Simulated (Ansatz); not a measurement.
The parent structure is KCl in the rock salt structure (space group Fm-3m, No. 225; a = 6.2427 Å). Axes: x, y, z lie along the cube axes.

Structures relaxed with PBEsol (Ansatz, an electronic-structure program; PAW; 420 eV plane waves; spin-orbit coupling left out).

Base:

Simulated powder pattern, Cu Kα1, λ = 1.54056 Å (kinematic, ideal powder, no thermal factors, no anomalous dispersion; the 14 strongest lines at most, above 2 %, up to 2θ = 90°):

```
2θ (°)  I/Imax (%)    hkl
------  ----------  -----
28.57          100  (200)
40.85           67  (220)
50.61           22  (222)
59.15          9.7  (400)
66.98           26  (420)
74.38           19  (422)
88.53          6.2  (440)
```

After one change:

Simulated powder pattern, Cu Kα1, λ = 1.54056 Å (kinematic, ideal powder, no thermal factors, no anomalous dispersion; the 14 strongest lines at most, above 2 %, up to 2θ = 90°):

```tsv
2θ (°)	I/Imax (%)
28.46	100
40.33	35
41.05	33
50.10	17
51.32	5.2
58.90	9.8
66.18	13
67.21	13
73.31	4.8
73.81	9.5
75.28	4.5
87.16	3.2
89.05	3.0
```

**Question.** Name the change that was made.
A. biaxial strain −1.67 %, plane normal [111], relaxed out of plane
B. biaxial strain −2.08 %, plane normal [111], relaxed out of plane
C. biaxial strain +1.25 %, plane normal [111], relaxed out of plane
D. biaxial strain −0.42 %, plane normal [111], relaxed out of plane

**Answer.** C, biaxial strain +1.25 %, plane normal [111], relaxed out of plane. Its volume per atom is 30.77 Å³ against 30.41 Å³, and its space group is R-3m (No. 166).

Whether these cells are dynamically stable was not tested.
